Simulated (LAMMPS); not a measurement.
Consider Ir (fcc), 864 atoms, at 100 K and 0 GPa, heated as the crystal in molecular dynamics.

Computed with classical MD, pair style meam, file library.meam (library.meam-Ir), run in LAMMPS.

```
Item                                                                   Value
---------------------------------------  -----------------------------------
state found                              crystal; no diffusion seen in 30 ps
density                                               22.5177 ± 0.0001 g/cm³
volume per atom                                          14.1748 ± 0.0001 Å³
enthalpy per atom                                        -6.9041 ± 0.0001 eV
first peak of g(r)                                       2.71 Å, height 22.9
coordination number                                 12.0 (counted to 3.30 Å)
mean frequency of the velocity spectrum                              5.9 THz
cost                                            very roughly 11 core-minutes
```

Potential: file library.meam of the LAMMPS distribution; its header cites Baskes, Phys Rev B, 46, 2727-2742 (1992).

Caution: the potential MEAM library.meam-Ir is a first-neighbour MEAM set with a 4 Å cutoff, used here without a parameter file and away from the static properties it was fitted to.

States go by the mean squared displacement: a species diffuses where it passes 1.5 Å², still rises and gives D over 1e-6 cm²/s; a crystal has left its structure where atoms lie 0.35 Å off their sites on average or a cubic box changes its shape by 3 %.

Errors shown are sampling errors alone.

| r (Å) | g(r) |
|---|---|
| 2.580 | 0.000 |
| 2.620 | 0.031 |
| 2.660 | 2.94 |
| 2.700 | 22.9 |
| 2.740 | 18.3 |
| 2.780 | 1.63 |
| 2.820 | 0.017 |
| 2.860 | 0.000 |
| 2.900 | 0.000 |
| 2.940 | 0.000 |
| 2.980 | 0.000 |
| 3.020 | 0.000 |
| 3.060 | 0.000 |
| 3.100 | 0.000 |
| 3.140 | 0.000 |
| 3.180 | 0.000 |
| 3.220 | 0.000 |
| 3.260 | 0.000 |
| 3.300 | 0.000 |
| 3.340 | 0.000 |
| 3.380 | 0.000 |
| 3.420 | 0.000 |
| 3.460 | 0.000 |
| 3.500 | 0.000 |
| 3.540 | 0.000 |
| 3.580 | 0.000 |
| 3.620 | 0.000 |
| 3.660 | 0.000 |
| 3.700 | 0.000 |
| 3.740 | 0.020 |
| 3.780 | 0.750 |
| 3.820 | 4.72 |
| 3.860 | 5.04 |
| 3.900 | 0.913 |
| 3.940 | 0.023 |
| 3.980 | 0.000 |
| 4.020 | 0.000 |
| 4.060 | 0.000 |
| 4.100 | 0.000 |
| 4.140 | 0.000 |
| 4.180 | 0.000 |
| 4.220 | 0.000 |
| 4.260 | 0.000 |
| 4.300 | 0.000 |
| 4.340 | 0.000 |
| 4.380 | 0.000 |
| 4.420 | 0.000 |
| 4.460 | 0.000 |
| 4.500 | 0.000 |
| 4.540 | 0.000 |
| 4.580 | 0.002 |
| 4.620 | 0.276 |
| 4.660 | 5.33 |
| 4.700 | 16.1 |
| 4.740 | 8.18 |
| 4.780 | 0.718 |
| 4.820 | 0.007 |
| 4.860 | 0.000 |
| 4.900 | 0.000 |
| 4.940 | 0.000 |
| 4.980 | 0.000 |
| 5.020 | 0.000 |
| 5.060 | 0.000 |
| 5.100 | 0.000 |
| 5.140 | 0.000 |
| 5.180 | 0.000 |
| 5.220 | 0.000 |
| 5.260 | 0.000 |
| 5.300 | 0.000 |
| 5.340 | 0.044 |
| 5.380 | 1.30 |
| 5.420 | 5.58 |
| 5.460 | 4.05 |
| 5.500 | 0.480 |
| 5.540 | 0.011 |
| 5.580 | 0.000 |
| 5.620 | 0.000 |
| 5.660 | 0.000 |
| 5.700 | 0.000 |
| 5.740 | 0.000 |
| 5.780 | 0.000 |
| 5.820 | 0.000 |
| 5.860 | 0.000 |
| 5.900 | 0.000 |
| 5.940 | 0.001 |
| 5.980 | 0.088 |
| 6.020 | 2.06 |
| 6.060 | 8.53 |
| 6.100 | 6.66 |
| 6.140 | 0.984 |
| 6.180 | 0.029 |
| 6.220 | 0.000 |
| 6.260 | 0.000 |
| 6.300 | 0.000 |
| 6.340 | 0.000 |
| 6.380 | 0.000 |
| 6.420 | 0.000 |
| 6.460 | 0.000 |
| 6.500 | 0.000 |
| 6.540 | 0.002 |
| 6.580 | 0.146 |

| frequency (THz) | spectral density (1/THz) |
|---|---|
| 0.6140 | 0.0000 |
| 0.8030 | 0.0000 |
| 0.9915 | 0.0001 |
| 1.180 | 0.0025 |
| 1.369 | 0.0083 |
| 1.558 | 0.0117 |
| 1.747 | 0.0123 |
| 1.936 | 0.0176 |
| 2.125 | 0.0237 |
| 2.314 | 0.0198 |
| 2.503 | 0.0126 |
| 2.692 | 0.0182 |
| 2.881 | 0.0448 |
| 3.069 | 0.0816 |
| 3.258 | 0.0946 |
| 3.447 | 0.0679 |
| 3.636 | 0.0418 |
| 3.825 | 0.0642 |
| 4.014 | 0.1282 |
| 4.203 | 0.1830 |
| 4.392 | 0.1899 |
| 4.581 | 0.1748 |
| 4.770 | 0.1954 |
| 4.958 | 0.2383 |
| 5.147 | 0.2414 |
| 5.336 | 0.2156 |
| 5.525 | 0.2181 |
| 5.714 | 0.2416 |
| 5.903 | 0.2388 |
| 6.091 | 0.2037 |
| 6.280 | 0.1711 |
| 6.470 | 0.1676 |
| 6.659 | 0.1713 |
| 6.847 | 0.1473 |
| 7.036 | 0.1238 |
| 7.225 | 0.1484 |
| 7.414 | 0.2020 |
| 7.603 | 0.2490 |
| 7.792 | 0.2867 |
| 7.981 | 0.2862 |
| 8.169 | 0.2113 |
| 8.358 | 0.1014 |
| 8.547 | 0.0278 |
| 8.736 | 0.0038 |
| 8.925 | 0.0007 |
| 9.114 | 0.0006 |
| 9.303 | 0.0005 |
